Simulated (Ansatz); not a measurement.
## Carrier properties of BP (F-43m)

```xyz
2
Lattice="0.0000 2.2683 2.2683 2.2683 0.0000 2.2683 2.2683 2.2683 0.0000" Properties=species:S:1:pos:R:3 pbc="T T T"
B      0.0000     0.0000     0.0000
P      1.1341     1.1341     1.1341
```

Calculation: r2SCAN with spin-orbit coupling, rigid bands (plane waves, PAW; Ansatz, a quantum-chemistry and plane-wave program). How the cell was made: cell and atoms relaxed with r2SCAN.

```json
{
  "band_gap": "1.40 eV",
  "electron conductivity mass (300 K, dilute)": "0.32 mₑ",
  "hole conductivity mass (300 K, dilute)": "0.40 mₑ",
  "effective density of states N_c (300 K)": "4.0e19 cm⁻³",
  "effective density of states N_v (300 K)": "2.3e19 cm⁻³",
  "density_of_states_mass_electrons": "1.36 mₑ",
  "density_of_states_mass_holes": "0.95 mₑ",
  "Seebeck coefficient, n-type 1e19 cm⁻³, 300 K": "-335 μV/K",
  "best n-type power factor at 300 K for τ = 10 fs (best axis; densities from 1e16 to 1e21 cm⁻³ tried, whether or not they can be reached)": "20 μW/(cm·K²) at 1e20 cm⁻³",
  "Seebeck coefficient, p-type 1e19 cm⁻³, 300 K": "317 μV/K",
  "best p-type power factor at 300 K for τ = 10 fs (best axis; densities from 1e16 to 1e21 cm⁻³ tried, whether or not they can be reached)": "14.5 μW/(cm·K²) at 1e20 cm⁻³"
}
```

Rigid bands; masses and Seebeck coefficients take one relaxation time τ for all states and one kind of carrier; polarons and phonon drag are left out.
